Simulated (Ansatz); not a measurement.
Data:

```
CELL_PARAMETERS angstrom
      0.00000     2.75758     2.75758
      2.75758     0.00000     2.75758
      2.75758     2.75758     0.00000
ATOMIC_POSITIONS crystal
  Zn 0.00000 0.00000 0.00000
  Se 0.25000 0.25000 0.25000
```

Method: PBE with spin-orbit coupling, rigid bands (plane waves, PAW; Ansatz, a first-principles code). Condition of this run: hydrostatic pressure of 4.8 GPa (compression positive) (the target of the relaxation). Geometry: cell and atoms relaxed with PBEsol, then loaded as said.

Q: What conductivity effective mass do dilute electrons have at 300 K?

A: 0.120 mₑ.

Q: Predict the hole conductivity mass (n e² τ/σ) at 300 K, by direction if it differs.

A: 0.61 mₑ.

Q: And the band gap?

A: 1.50 eV at this level; semilocal functionals usually fall short of the measured gap.

Rigid bands, one relaxation time for all states, no polarons. Geometry: cell and atoms relaxed with PBEsol.
